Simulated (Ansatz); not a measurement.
We consider ZnS (P3m1, No. 156, 36 atoms in the cell; start mp-556989; a measured phase of this formula has another space group), described by r²SCAN+rVV10 in Ansatz (plane waves, PAW).

Input:

Ansatz 0.2 input:
```yaml
crystal:
  lattice:
    - [3.7943681282, 0.0, 0.0]
    - [-1.8971840641, 3.2860191903, 0.0]
    - [0.0, 0.0, 55.8644195809]
  atoms:
    - { symbol: Zn, position: [0.0, 0.0, 0.1666809429] }
    - { symbol: Zn, position: [0.0, 0.0, 0.5555353158] }
    - { symbol: Zn, position: [0.6666666667, 0.3333333333, 0.2776902389] }
    - { symbol: Zn, position: [0.6666666667, 0.3333333333, 0.7222587488] }
    - { symbol: Zn, position: [0.0, 0.0, 0.7778512412] }
    - { symbol: Zn, position: [0.0, 0.0, 0.4443745795] }
    - { symbol: Zn, position: [0.0, 0.0, 0.6666930069] }
    - { symbol: Zn, position: [0.3333333333, 0.6666666667, 0.0556709192] }
    - { symbol: Zn, position: [0.3333333333, 0.6666666667, 0.6110996701] }
    - { symbol: Zn, position: [0.6666666667, 0.3333333333, 0.1111740874] }
    - { symbol: Zn, position: [0.3333333333, 0.6666666667, 0.2221865339] }
    - { symbol: Zn, position: [0.6666666667, 0.3333333333, 0.9445798353] }
    - { symbol: Zn, position: [0.3333333333, 0.6666666667, 0.3887779583] }
    - { symbol: Zn, position: [0.0, 0.0, 0.3331904236] }
    - { symbol: Zn, position: [0.3333333333, 0.6666666667, 0.8334186312] }
    - { symbol: Zn, position: [0.0, 0.0, 0.0001839211] }
    - { symbol: Zn, position: [0.6666666667, 0.3333333333, 0.4999428952] }
    - { symbol: Zn, position: [0.0, 0.0, 0.8890120275] }
    - { symbol: S, position: [0.3333333333, 0.6666666667, 0.4304651435] }
    - { symbol: S, position: [0.0, 0.0, 0.0417852753] }
    - { symbol: S, position: [0.0, 0.0, 0.5971294302] }
    - { symbol: S, position: [0.6666666667, 0.3333333333, 0.1527914667] }
    - { symbol: S, position: [0.6666666667, 0.3333333333, 0.7639442842] }
    - { symbol: S, position: [0.3333333333, 0.6666666667, 0.0972868834] }
    - { symbol: S, position: [0.6666666667, 0.3333333333, 0.9862671744] }
    - { symbol: S, position: [0.0, 0.0, 0.7082880052] }
    - { symbol: S, position: [0.0, 0.0, 0.8194471929] }
    - { symbol: S, position: [0.0, 0.0, 0.374802011] }
    - { symbol: S, position: [0.6666666667, 0.3333333333, 0.319306958] }
    - { symbol: S, position: [0.3333333333, 0.6666666667, 0.6527848047] }
    - { symbol: S, position: [0.0, 0.0, 0.9306072352] }
    - { symbol: S, position: [0.0, 0.0, 0.4859708432] }
    - { symbol: S, position: [0.3333333333, 0.6666666667, 0.2638030477] }
    - { symbol: S, position: [0.6666666667, 0.3333333333, 0.5416277638] }
    - { symbol: S, position: [0.0, 0.0, 0.2082977111] }
    - { symbol: S, position: [0.3333333333, 0.6666666667, 0.8751037925] }
basis:
  ecutwfc: 560
  ecutrho_ratio: 4
  xc_grid: 3
kpoints:
  mp_grid: { grid: [12, 12, 1] }
  band_path:
    path:
      - [0.0, 0.0, 0.0]
      - [0.055556, 0.0, 0.0]
      - [0.111111, 0.0, 0.0]
      - [0.166667, 0.0, 0.0]
      - [0.222222, 0.0, 0.0]
      - [0.277778, 0.0, 0.0]
      - [0.333333, 0.0, 0.0]
      - [0.388889, 0.0, 0.0]
      - [0.444444, 0.0, 0.0]
      - [0.5, 0.0, 0.0]
      - [0.466667, 0.066667, 0.0]
      - [0.433333, 0.133333, 0.0]
      - [0.4, 0.2, 0.0]
      - [0.366667, 0.266667, 0.0]
      - [0.333333, 0.333333, 0.0]
      - [0.30303, 0.30303, 0.0]
      - [0.272727, 0.272727, 0.0]
      - [0.242424, 0.242424, 0.0]
      - [0.212121, 0.212121, 0.0]
      - [0.181818, 0.181818, 0.0]
      - [0.151515, 0.151515, 0.0]
      - [0.121212, 0.121212, 0.0]
      - [0.090909, 0.090909, 0.0]
      - [0.060606, 0.060606, 0.0]
      - [0.030303, 0.030303, 0.0]
      - [0.0, 0.0, 0.5]
      - [0.055556, 0.0, 0.5]
      - [0.111111, 0.0, 0.5]
      - [0.166667, 0.0, 0.5]
      - [0.222222, 0.0, 0.5]
      - [0.277778, 0.0, 0.5]
      - [0.333333, 0.0, 0.5]
      - [0.388889, 0.0, 0.5]
      - [0.444444, 0.0, 0.5]
      - [0.5, 0.0, 0.5]
      - [0.466667, 0.066667, 0.5]
      - [0.433333, 0.133333, 0.5]
      - [0.4, 0.2, 0.5]
      - [0.366667, 0.266667, 0.5]
      - [0.333333, 0.333333, 0.5]
      - [0.30303, 0.30303, 0.5]
      - [0.272727, 0.272727, 0.5]
      - [0.242424, 0.242424, 0.5]
      - [0.212121, 0.212121, 0.5]
      - [0.181818, 0.181818, 0.5]
      - [0.151515, 0.151515, 0.5]
      - [0.121212, 0.121212, 0.5]
      - [0.090909, 0.090909, 0.5]
      - [0.060606, 0.060606, 0.5]
      - [0.030303, 0.030303, 0.5]
    npoints: 1
hamiltonian:
  xc: r2scan
  dispersion: rvv10
  pseudopotentials: { kind: paw }
scf:
  occupations: { method: fermi_dirac, width: 0.01 }
  convergence: { dr2_threshold: 0.0000000036 }
output:
  forces: true
  stress: true
  eigenvalues: true
  write_bands: true
```

Excerpt of the program's output:

```
Crystal: 36 atoms, lattice volume = 696.538 Å³
Basis set: ecut = 560 eV, 21113 PW (Γ), exchange–correlation on 90×90×1296 points (27 copies of the dense FFT grid, shifted against one another)
Bands: 198, of which v1, the nominal top of the filled ones, is band 162 counted from 1 (161 counted from 0)
Symmetry: 6 space group operations
Space group: P3m1 (ITA 156), of the structure as read, at distance tolerance 8.9e-5 Å
k-points: 19 of 144 (time reversal used)
Functional: x = r2scan, c = r2scan + rvv10(b = 11.95, C = 0.0093); τ floored in thin density (d = 2e-4 eV/Å³)
SCF iter   1: F=—  HF=-76171.508892 eV  |F-HF|=—  |Δ(HF+E_count)|=         —  Δρ=1.48e-2  dr2=7.96e-1  dr2_τ=1.17e-1
SCF iter   2: F=—  HF=-76171.529791 eV  |F-HF|=—  |Δ(HF+E_count)|=   2.09e-2  Δρ=2.37e-3  dr2=2.41e-2  dr2_τ=4.75e-3
  ...
SCF iter  10: F=—  HF=-76171.500949 eV  |F-HF|=—  |Δ(HF+E_count)|=   1.05e-8  Δρ=9.62e-7  dr2=4.07e-9  dr2_τ=6.65e-11
SCF iter  11: F=-76171.500949 eV  HF=-76171.500949 eV  |F-HF|=1.03e-9  |Δ(HF+E_count)|=   2.08e-9  Δρ=4.34e-7  dr2=9.74e-10  dr2_τ=3.24e-11
SCF 1 converged in 11 iterations: F = -76171.500949 eV  dr2 = 9.74e-10
SCF converged after 11 iterations
Free energy (F): -76171.500949 eV
  ...
--- Stress (GPa, compression-positive) ---
       -0.015071      -0.000000      -0.000000
       -0.000000      -0.015071       0.000000
       -0.000000       0.000000      -0.007836
  P = ⅓ Tr σ = -0.0127 GPa (-0.127 kbar)
```

The PAW data were made under PBE.

A start named mp-… is a Materials Project structure, which need not be a measured phase.

Ansatz is a quantum-chemistry and plane-wave program.
